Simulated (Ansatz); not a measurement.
# MoSi2: uniaxial strain ε_zz = +2.50 %

Take MoSi$_{2}$ (space group I4/mmm, No. 139; a = 3.190 Å, c = 7.822 Å; relaxed with 0.1 eV smearing) as the base. Axes: x, y, z lie along a, b, c of the conventional cell.

The change: uniaxial strain ε_zz = +2.50 %, all other strain components held at zero; the atoms relax in the strained cell.

The values are results of PBEsol (Ansatz, an electronic-structure program; PAW; 420 eV plane waves; spin-orbit coupling left out), not measurements. Settings: 25×25×25 k-points, 0.1 eV Fermi–Dirac smearing.

```csv
quantity,base,changed,shift
shortest interatomic distance,258.0 pm,261.2 pm,+3.15 pm
energy relative to the base (free energy F),0 meV/atom,+12 meV/atom,+12 meV/atom
"pressure (mean of the normal stresses, compression positive)",0.0 GPa,-5.3 GPa,-5.3 GPa
band gap,zero,zero,–
"stress (xx, yy, zz, yz, xz, xy; compression positive)",–,"(-2.2, -2.2, -11.5, 0.0, 0.0, 0.0) GPa",–
```

No phonon test of stability was made. All final runs are without spin polarisation.
